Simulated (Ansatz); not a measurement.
The starting structures come from a database of crystals and need not be the phases stable at ambient conditions.

 Where the default PAW files enter, the runs use the earlier of Ansatz's two default sets.

```
CELL_PARAMETERS angstrom
      4.16811     0.00000     0.00000
     -2.08406     3.60969     0.00000
      0.00000     0.00000     6.63479
ATOMIC_POSITIONS crystal
  In 0.66667 0.33333 0.50020
  In 0.33333 0.66667 0.00020
  P  0.66667 0.33333 0.87480
  P  0.33333 0.66667 0.37480
```

Space group of this cell: P6_3mc, wurtzite. The cell is strained (lengths along the current scaled by 0.97, ions clamped); by r2SCAN its mean pressure is 2.5 GPa.

Transport runs along the normal of the first two printed cell vectors, the (001) (indices of the unstrained crystal) plane of the conventional cell.

No gap correction and no spin-orbit coupling; mid-gap values are interpolated between computed energies.

Estimate the band gap and the smallest decay constant κ at mid-gap that r2SCAN (Ansatz, a first-principles code) returns for this system.

Gap 1.34 eV on a 12×12×6 mesh; κ = 0.086 1/Å, at the zone centre.
